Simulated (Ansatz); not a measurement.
KTaO3 under a change: electrons 1.0×10^22 cm⁻³

The reference is KTaO$_{3}$ in the cubic perovskite structure (space group Pm-3m, No. 221; a = 3.989 Å).

Now apply this change: electron doping at 1.0×10^22 cm⁻³ (0.635 per cell), with a uniform compensating background at fixed cell and a 300 K Fermi–Dirac width.

Method: r2SCAN (Ansatz, a program for electronic structure), no spin-orbit coupling, earlier PAW set. Γ-centred 12×12×12 mesh, Fermi–Dirac width 0.0259 eV.

Gap between the host's bands: 3.17 eV (base 2.64 eV)
Gap character: indirect, R → Γ (base indirect, R → Γ)
Fermi level relative to the doped band's edge (positive inside the band; to 0.05 eV): +0.90 eV

Final structure:

```xyz
5
Lattice="3.9893 0.0000 0.0000 0.0000 3.9893 0.0000 0.0000 0.0000 3.9893" Properties=species:S:1:pos:R:3 pbc="T T T"
K      0.0000     0.0000     0.0000
Ta     1.9946     1.9946     1.9946
O      0.0000     1.9946     1.9946
O      1.9946     1.9946     0.0000
O      1.9946     0.0000     1.9946
```
Cell charge -0.634868.

Charged cell with a jellium background: band edges are those of the host's band count, energies are not comparable with the neutral cell, and many-body gap narrowing is missing. Spin-orbit coupling, missing from the scalar runs, can matter with Ta. Stability against distortions was not tested.
